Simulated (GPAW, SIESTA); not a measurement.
A GPAW input for a self-consistent single point of Sb (R-3m, 2 atoms in the cell) (DFT PBE, plane waves, GPAW PAW datasets PBE (gpaw-data 1.0.1)):

```python
from ase import Atoms
from ase.units import GPa
from gpaw import GPAW, PW, FermiDirac

atoms = Atoms(['Sb', 'Sb'],
              cell=[[2.116669, 1.222059, 3.723632],
                    [-2.116669, 1.222059, 3.723632],
                    [0.000000, -2.444119, 3.723632]],
              scaled_positions=[[0.268260, 0.268260, 0.268260],
                                [0.731740, 0.731740, 0.731740]],
              pbc=True)

calc = GPAW(mode=PW(600),
            xc='PBE',
            kpts={'size': (6, 6, 6), 'gamma': True},
            occupations=FermiDirac(0.1),
            nbands=-10,
            convergence={'density': 1e-05, 'energy': 1e-05},
            symmetry={'symmorphic': False, 'tolerance': 0.0005},
            maxiter=100)

atoms.calc = calc

energy = atoms.get_potential_energy()
print('Energy (eV):', round(energy, 6))
forces = atoms.get_forces()
print('Forces (eV/Ang):')
print(forces.round(5))
stress = atoms.get_stress()
print('Stress (GPa, Voigt):', (stress / GPa).round(4))
```

Problem. Write the same calculation as an input for SIESTA.

Solution. One input that does it (others would too):

```
# files in the folder: Sb.psml (PseudoDojo PBE standard)
SystemName  Sb
SystemLabel sb

NumberOfAtoms                2
NumberOfSpecies              1
%block ChemicalSpeciesLabel
  1 51 Sb
%endblock ChemicalSpeciesLabel
LatticeConstant              4.454116 Ang
%block LatticeVectors
     0.475216407    0.274366227    0.835997985
    -0.475216407    0.274366227    0.835997985
     0.000000000   -0.548732678    0.835997985
%endblock LatticeVectors
AtomicCoordinatesFormat      Ang
%block AtomicCoordinatesAndAtomicSpecies
    -0.000000000   -0.000000268    2.996704561  1
     0.000000000   -0.000000732    8.174191439  1
%endblock AtomicCoordinatesAndAtomicSpecies

XC.functional                GGA
XC.authors                   PBE
PAO.BasisSize                TZP
PAO.EnergyShift              0.01 Ry
MeshCutoff                   300 Ry
%block kgrid.MonkhorstPack
    6   0   0  0.0
    0   6   0  0.0
    0   0   6  0.0
%endblock kgrid.MonkhorstPack
OccupationFunction           FD
ElectronicTemperature        0.1 eV

MaxSCFIterations             150
SCF.Mixer.Method             Pulay
SCF.Mixer.Weight             0.1
SCF.Mixer.History            6
SCF.DM.Tolerance             1.0E-04
Diag.ParallelOverK           true
WriteForces                  true
```

Basis settings and potentials, where a program has them, do not carry over. This input uses DFT, GGA PBE, numerical atomic orbitals TZP, PseudoDojo PBE standard norm-conserving potentials (rewritten from UPF to PSML).

The starting cell comes from a database of computed structures (which also holds hypothetical and non-ambient phases and stackings), without a prior relaxation at this level. Its lattice was rescaled by a random factor within 2.5 % of one. For this run, on top of that: lattice scaled by 0.98.
